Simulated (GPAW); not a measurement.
A self-consistent single point of Mg2Ge (Fm-3m, 3 atoms in the cell) with GPAW

Level of theory: PBE, GPAW PAW datasets PBE (gpaw-data 1.0.1) (plane waves; GPAW).

Input:

```python
from ase import Atoms
from ase.units import GPa
from gpaw import GPAW

atoms = Atoms(['Mg', 'Mg', 'Ge'],
              cell=[[0.000000, 3.195000, 3.195000],
                    [3.195000, 0.000000, 3.195000],
                    [3.195000, 3.195000, 0.000000]],
              scaled_positions=[[0.250000, 0.250000, 0.250000],
                                [0.750000, 0.750000, 0.750000],
                                [0.000000, 0.000000, 0.000000]],
              pbc=True)

calc = GPAW(mode={'name': 'pw', 'ecut': 850},
            xc='PBE',
            kpts=(7, 7, 7),
            occupations={'name': 'fermi-dirac', 'width': 0.02},
            nbands=-8,
            convergence={'bands': -6},
            symmetry={'symmorphic': False, 'tolerance': 0.0005},
            maxiter=150,
            txt='-')

atoms.calc = calc

energy = atoms.get_potential_energy()
print('Energy (eV):', round(energy, 6))
forces = atoms.get_forces()
print('Forces (eV/Ang):')
print(forces.round(5))
stress = atoms.get_stress()
print('Stress (GPa, Voigt):', (stress / GPa).round(4))
```

Output (repeated stretches shortened):

```
Input parameters:
  convergence: {bands: -6}
  kpts: [7 7 7]
  maxiter: 150
  mode: {ecut: 850,
         name: pw}
  nbands: -8
  occupations: {name: fermi-dirac,
                width: 0.02}
  symmetry: {symmorphic: False,
             tolerance: 0.0005}
  xc: PBE

species:
  Mg:
    name: Magnesium
    Z: 12.0
    valence: 10
    core: 2
    charge: 0.0
    file: Mg.PBE.gz

    # Using partial waves for Mg as LCAO basis

  Ge:
    name: Germanium
    Z: 32.0
    valence: 4
    core: 28
    charge: 0.0
    file: Ge.PBE.gz

    # Using partial waves for Ge as LCAO basis

Reference energy: -67996.927630  # eV

Spin-paired calculation

Convergence criteria:
 Maximum [total energy] change in last 3 cyles: 0.0005 eV / valence electron
 Maximum integral of absolute [dens]ity change: 0.0001 electrons / valence electron
 Maximum integral of absolute [eigenst]ate change: 4e-08 eV^2 / valence electron
 Maximum number of scf [iter]ations: 150

Symmetries present (total): 48
Symmetries with fractional translations: 0
343 k-points: 7 x 7 x 7 Monkhorst-Pack grid
20 k-points in the irreducible part of the Brillouin zone
       k-points in crystal coordinates                weights
   0:     0.00000000    0.00000000    0.00000000          1/343
   1:     0.14285714    0.14285714    0.00000000          6/343
   2:     0.14285714    0.14285714    0.14285714          8/343
   [... 7 lines left out ...]
          ...
  19:     0.42857143    0.42857143    0.42857143          8/343

Wave functions: Plane wave expansion
  Cutoff energy: 850.000 eV
  Number of coefficients (min, max): 3647, 3695
  Pulay-stress correction: 0.000000 eV/Ang^3 (de/decut=0.000000)

Occupation numbers: Fermi-Dirac:
  width: 0.0200  # eV

Eigensolver

Densities:
  Coarse grid: 32*32*32 grid
  Fine grid: 64*64*64 grid
  Total Charge: 0.000000

Density mixing:
  Method: separate
  Backend: pulay
  Linear mixing parameter: 0.05
  old densities: 5
  Damping of long wavelength oscillations: 50

Hamiltonian:
  XC and Coulomb potentials evaluated on a 64*64*64 grid
  External potential:
    NoExternalPotential

XC parameters: PBE with 2 nearest neighbor stencil

Number of atoms: 3
Number of atomic orbitals: 20
Number of bands in calculation: 20
Number of valence electrons: 24
Bands to converge: 14

Density initialized from atomic densities
  20 bands from LCAO basis set

Atomic positions and initial magnetic moments

Positions:
   0 Mg     1.597500    1.597500    1.597500    ( 0.0000,  0.0000,  0.0000)
   1 Mg     4.792500    4.792500    4.792500    ( 0.0000,  0.0000,  0.0000)
   2 Ge     0.000000    0.000000    0.000000    ( 0.0000,  0.0000,  0.0000)

Unit cell:
           periodic     x           y           z      points  spacing
  1. axis:    yes    0.000000    3.195000    3.195000    32     0.1153
  2. axis:    yes    3.195000    0.000000    3.195000    32     0.1153
  3. axis:    yes    3.195000    3.195000    0.000000    32     0.1153

  Lengths:   4.518412   4.518412   4.518412
  Angles:   60.000000  60.000000  60.000000

Effective grid spacing dv^(1/3) = 0.1258

     iter     time        total  log10-change:
                         energy   eigst   dens
iter:   1 --:--:--    -8.808552   +0.59
iter:   2 --:--:--    -8.786045   -0.06  -1.16
iter:   3 --:--:--    -8.547142   -0.74  -1.19
iter:   4 --:--:--    -8.569287   -1.68  -1.58
iter:   5 --:--:--    -8.586427   -1.35  -1.74
iter:   6 --:--:--    -8.557450   -2.84  -1.90
iter:   7 --:--:--    -8.557524   -3.90  -3.13
iter:   8 --:--:--    -8.557409c  -5.17  -3.08
iter:   9 --:--:--    -8.557309c  -5.00  -3.09
iter:  10 --:--:--    -8.557305c  -6.46  -3.46
iter:  11 --:--:--    -8.557316c  -5.75  -3.49
iter:  12 --:--:--    -8.557296c  -6.28  -3.52
iter:  13 --:--:--    -8.557296c  -7.20  -4.36c
iter:  14 --:--:--    -8.557296c  -8.18c -4.45c

Converged after 14 iterations.

Dipole moment: (0.000000, 0.000000, 0.000000) |e|*Ang

Energy contributions relative to reference atoms: (reference = -67996.927630)

Kinetic:        +10.087884
Potential:       -5.963111
External:        +0.000000
XC:             -12.633223
Entropy (-ST):   -0.000009
Local:           -0.048841
SIC:             +0.000000
--------------------------
Free energy:     -8.557301
Extrapolated:    -8.557296

Showing only first 2 kpts
 Kpt  Band  Eigenvalues  Occupancy
  0    10      4.51309    1.99663
  0    11      4.51309    1.99663
  0    12      5.56121    0.00000
  0    13      7.30770    0.00000

  1    10      3.88292    2.00000
  1    11      3.88292    2.00000
  1    12      6.60972    0.00000
  1    13      6.99107    0.00000

Fermi level: 4.64081

Gap: 0.269 eV
Transition (v -> c):
  (s=0, k=0, n=11, [0.00, 0.00, 0.00]) -> (s=0, k=16, n=12, [0.43, 0.43, 0.00])
Direct/indirect transitions are different
Direct gap: 1.048 eV
Transition at: (s=0, k=0, n=11, [0.00, 0.00, 0.00])
Energy (eV): -8.557296

Forces in eV/Ang:
  0 Mg    0.00000   -0.00000   -0.00000
  1 Mg    0.00000   -0.00000   -0.00000
  2 Ge    0.00000   -0.00000   -0.00000

Stress tensor:
    -0.005313     0.000000     0.000000
     0.000000    -0.005313     0.000000
     0.000000     0.000000    -0.005313
Stress (GPa, Voigt): [-0.8513 -0.8513 -0.8513  0.      0.      0.    ]
```

The run converged in 14 iterations. GPAW prints stress with tension positive.

The starting cell has typed, rounded lattice constants, without a prior relaxation at this level. Another mesh or the band path of this cell gives a smaller gap, so this value is not converged in the mesh.
